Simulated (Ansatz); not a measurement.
For Ti2AlN (P6_3/mmc), PBEsol, DFPT electron-phonon coupling, linearised Boltzmann equation in Ansatz (an electronic-structure program) gives a transport coupling λ_tr = 0.278 and a Drude plasma energy ħω_p = 3.98 eV along y (a = (2.96, 0.00, 0.00) Å; b = (-1.48, 2.57, 0.00) Å; c = (0.00, 0.00, 13.54) Å).

Question: Estimate the resistivity at 300 K from the high-temperature formula ρ = 2π λ_tr k_B T / (ħ ε₀ ω_p²), and say how the full Boltzmann solution compares.

Answer: The scattering rate is 1/τ = 2π λ_tr k_B T/ħ = 6.86e13 s⁻¹ and ω_p = 6.05e15 s⁻¹, so ρ ≈ 21.2 μΩ·cm. The Boltzmann solution gives 16.1 μΩ·cm, 0.76 times the estimate; it lies lower because k_BT is not large against the phonon energies and the solution lets the distribution adjust.

A metal at this level (no band gap). Only scattering by harmonic phonons is included (no impurities, grain boundaries, electron-electron scattering or thermal expansion). Spin-orbit coupling is left out. Halving the electron mesh (32x32x8) moves the resistivity by up to 4 % at 300 K, the coupling by up to 1 %. Smearing 0.20 eV; phonons on a 5x5x1 q mesh, which this run doesn't test.

Computed structure with no diffraction record at hand here (it may be known, metastable or hypothetical): Ti2AlN (P6_3/mmc).
